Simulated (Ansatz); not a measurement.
## Ansatz run on YRh (Pm-3m, 2 atoms in the cell): self-consistent single point

Method of the run: LDA (PW92), default PAW files made with PBE (plane waves; Ansatz, a program for electronic structure).

Input:

Ansatz 0.2 input:
```yaml
# YRh
crystal:
  lattice:
    - [3.417850, 0.000000, 0.000000]
    - [0.000000, 3.417850, 0.000000]
    - [0.000000, 0.000000, 3.417850]
  atoms:
    - { symbol: Y, position: [0.500000, 0.500000, 0.500000] }
    - { symbol: Rh, position: [0.000000, 0.000000, 0.000000] }
basis:
  ecutwfc: 420.0
kpoints:
  mp_grid: { grid: [10, 10, 10] }
hamiltonian:
  xc: lda
  pseudopotentials: { kind: paw }
scf:
  occupations: { method: fermi_dirac, width: 0.1 }
output:
  forces: true
  eigenvalues: true
  stress: true
```

Output, abridged:

```
WARN ansatz: RAYON_NUM_THREADS=1 ignored (pool sized by the plan → 1); use --threads N
Pseudopotentials: kind: paw
Pseudopotential: Y, paw, valence charge 11
Pseudopotential: Rh, paw, valence charge 17
Crystal: 2 atoms, lattice volume = 39.926 Å³
Basis set: ecut = 420 eV, 751 PW (Γ)
Bands: 18, of which v1, the nominal top of the filled ones, is band 14 counted from 1 (13 counted from 0)
Symmetry: 48 space group operations
Space group: Pm-3m (ITA 221), of the structure as read, at distance tolerance 3.4e-5 Å
k-points: 56 of 1000
PAW frozen core: Y, regenerated for the run's functional, and the local potential with it
PAW frozen core: Rh, regenerated for the run's functional, and the local potential with it
Initial density: superposition of atomic densities (neutral atoms: chi_scale 0, normalization atom), corrected by the library's trained network
Initial wavefunctions: pseudopotential atomic-orbital guess
Eigensolver: davidson
Functional: x = slater, c = lda
SCF iter   1: F=—  HF=-10025.824860 eV  |F-HF|=—  |Δ(HF+E_count)|=         —  Δρ=1.19e-2  dr2=7.15e-2  ethr=1.77e-3  ⟨swp⟩=4.4  Hψ=4132  notcnv=0
all-band conjugate gradients solve this SCF's bands
preconditioner: auto → none
SCF iter   2: F=—  HF=-10025.820697 eV  |F-HF|=—  |Δ(HF+E_count)|=   4.16e-3  Δρ=7.04e-3  dr2=2.85e-2  ethr=2.55e-4  ⟨swp⟩=1.0  Hψ=1456  notcnv=0
SCF iter   3: F=—  HF=-10025.817237 eV  |F-HF|=—  |Δ(HF+E_count)|=   3.46e-3  Δρ=1.05e-3  dr2=3.56e-4  ethr=1.02e-4  ⟨swp⟩=1.7  Hψ=1056  notcnv=0
SCF iter   4: F=—  HF=-10025.817197 eV  |F-HF|=—  |Δ(HF+E_count)|=   3.98e-5  Δρ=2.87e-4  dr2=1.85e-5  ethr=1.27e-6  ⟨swp⟩=2.4  Hψ=1570  notcnv=0
SCF iter   5: F=—  HF=-10025.817191 eV  |F-HF|=—  |Δ(HF+E_count)|=   6.56e-6  Δρ=5.11e-5  dr2=5.77e-7  ethr=6.59e-8  ⟨swp⟩=2.4  Hψ=1600  notcnv=0
SCF iter   6: F=-10025.817191 eV  HF=-10025.817191 eV  |F-HF|=2.28e-9  |Δ(HF+E_count)|=   8.05e-8  Δρ=6.12e-6  dr2=6.76e-9  ethr=3.57e-10  ⟨swp⟩=5.0  Hψ=4211  notcnv=0
SCF 1 converged in 6 iterations: F = -10025.817191 eV  dr2 = 6.76e-9
SCF converged after 6 iterations
Free energy (F): -10025.817191 eV
Harris-Foulkes:  -10025.817191 eV  (|F-HF|=2.28e-9)
Internal energy: -10025.775831 eV  (E = F + TS)
E sigma→0 (E₀):  -10025.796511 eV
Entropy (-TS):   -0.041360 eV (-20.680 meV/atom)
Fermi energy:    15.115398 eV
--- Per-component energies (eV) ---
  E_band       = -251.062450
  E_kinetic    = 881.876730
  E_local      = -2582.319867  (includes V_loc(G=0)·N_el)
  E_nonlocal   = 417.374179
  E_hartree    = 921.482418
  E_xc         = -393.008329
  E_vxc        = -477.590141  (∫ρ·V_xc dr)
  E_paw        = -6189.817156  (= ΣΔE_a)
  E_vpaw       = -333.367676  (= ΣTr[D̂ρ^β])
  E_aug_tail   = 0.000778  (compensation charges beyond the density's cutoff)
  E_ewald      = -3082.316652
  E_core_change = 0.952068  (= ΣΔE_core)
  E_smearing   = -0.041360  (= −TS)
  E_closure    = 0.000000  (closes the sum)
  Σ components = -10025.817191   (vs F -10025.817191, Δ=0.00e0)
--- Forces (eV/Å), atoms counted from 1 ---
  atom   1  Y      0.00000000    -0.00000000     0.00000000
  atom   2  Rh    -0.00000000     0.00000000    -0.00000000
  max |Σ_I F_I| component: 1.17e-29 eV/Å
--- Stress (GPa, compression-positive) ---
       -6.835017       0.000000       0.000000
        0.000000      -6.835017       0.000000
        0.000000       0.000000      -6.835017
  P = ⅓ Tr σ = -6.8350 GPa (-68.350 kbar)
  The stress holds the Pulay correction. Without it, at fixed plane waves, as pw.x and ABINIT print it: P = -6.8576 GPa
--- Band table (eV; the first three rows and the last of 56) ---
  k-point 0: bands = ["-62.6752", "-30.6441", "-30.6441", "-30.6441", "-26.8625", "-6.7230", "-6.7230", "-6.7230", "9.2750", "11.3053", "11.3053", "13.5149", "13.5149", "13.5149", "17.3469", "17.3469", "21.0214", "21.0214"]
  k-point 1: bands = ["-62.6751", "-30.6476", "-30.6438", "-30.6438", "-26.8574", "-6.7780", "-6.7202", "-6.7202", "9.4651", "11.3768", "11.4302", "13.4967", "13.4967", "13.5446", "17.1939", "17.3970", "20.2552", "20.2552"]
  k-point 2: bands = ["-62.6748", "-30.6567", "-30.6431", "-30.6431", "-26.8438", "-6.9191", "-6.7127", "-6.7127", "10.0045", "11.5800", "11.7617", "13.4539", "13.4539", "13.6245", "16.7822", "17.4098", "19.1500", "19.1500"]
  k-point 55: bands = ["-62.6713", "-30.6676", "-30.6676", "-30.6676", "-26.7379", "-7.1320", "-7.1320", "-7.1320", "12.7704", "12.7704", "12.7704", "14.1637", "14.1637", "14.1637", "14.5204", "14.5204", "19.9547", "21.9339"]
```

The run converged in 6 iterations.

The starting cell comes from a database of computed structures (which also holds hypothetical and non-ambient phases and stackings), without a prior relaxation at this level. Spin polarisation is off. With a pressure of about -7 GPa the cell is away from its equilibrium volume at this level. Ansatz's pressure includes its estimate of the finite-basis (Pulay) stress.
